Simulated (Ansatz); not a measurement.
Fluorite PtAl2 was calculated with r²SCAN+rVV10 (Ansatz, a quantum-chemistry and plane-wave program, plane waves, PAW).

Run with plane-wave cutoff 560 eV, 16×16×16 k mesh, Fermi–Dirac smearing 0.05 eV, scalar-relativistic PAW data made under PBE.

Equation-of-state points:

```tsv
V (Å³/atom)	E − E_lowest (meV/atom)
16.021	30.88
16.362	13.22
16.703	3.19
17.044	0.00
17.385	2.95
17.726	11.43
18.067	24.85
```

Fit the third-order Birch–Murnaghan equation and give B0 and B′.

V0 = 17.044 Å³/atom, B0 = 144 GPa, B′ = 4.4 (fit to the energies at full precision).

Spin–orbit coupling is not included.

The computed numbers hold no vibrational or temperature effects.
